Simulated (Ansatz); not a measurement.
The starting structures come from a database of crystals and need not be the phases stable at ambient conditions.

Consider the following.

```
ZnGeO3
1.0
    5.30978     0.00000     0.00000
    0.42331     7.34579     0.00000
   -2.44324     3.67290     2.54686
Zn Ge O
2 2 6
Direct
  0.44494   0.72247   0.00000
  0.44494   0.22247   0.00000
  0.99775   0.49888   0.00000
  0.99775   0.99888   0.00000
  0.50856   0.27268   0.36244
  0.14612   0.63512   0.23832
  0.90780   0.87344   0.39924
  0.14612   0.13512   0.63756
  0.90780   0.37344   0.76168
  0.50856   0.77268   0.60076
```

Space group of this cell: R3c. The cell is taken as given; by r2SCAN its mean pressure is -9.6 GPa.

Transport runs along the normal of the first two printed cell vectors, the (110) plane of the conventional cell.

No gap correction and no spin-orbit coupling; mid-gap values are interpolated between computed energies.

### Question
Compute, with r2SCAN in Ansatz (a quantum-chemistry and plane-wave program), the band gap and the smallest decay constant κ at mid-gap.

### Answer
Gap 1.96 eV on a 12×12×12 mesh; κ = 0.197 1/Å, at the zone centre.
